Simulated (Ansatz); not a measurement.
The reference is SiC in the wurtzite structure (space group P6_3mc, No. 186).

```
SiC
1.0
    3.05640     0.00000     0.00000
   -1.52820     2.64692     0.00000
    0.00000     0.00000     5.01582
Si C
2 2
Direct
  0.33333   0.66667   0.99959
  0.66667   0.33333   0.49959
  0.33333   0.66667   0.37541
  0.66667   0.33333   0.87541
```

Computed with LDA in Ansatz (plane waves to 420 eV, PAW, no spin-orbit coupling).

Base values:

The pressure comes out as 0.00 GPa, the gap character comes out as indirect, Γ → K and the electron mass is 0.26 mₑ along c, 0.43 mₑ across (at K).

Modification: an isotropic linear strain of −1.20 %, atoms relaxed at fixed cell.

### Question
What does the calculation give for the pressure after the change?

### Answer
The pressure (mean of the normal stresses, compression positive) goes from zero to 8.95 GPa.

### Question
Estimate the effect on the gap character.

### Answer
The gap character stays indirect, Γ → K.

### Question
How does this affect the energy relative to the base?

### Answer
The energy grows by 9.8 meV/atom.

### Question
Predict the new electron mass.

### Answer
The electron mass becomes 0.26 mₑ along c, 0.42 mₑ across (at K) (base: 0.26 mₑ along c, 0.43 mₑ across (at K)).

Effective masses come from finite differences of ±0.01 Å⁻¹. No phonon test of stability was made.

Ansatz is an electronic-structure program.
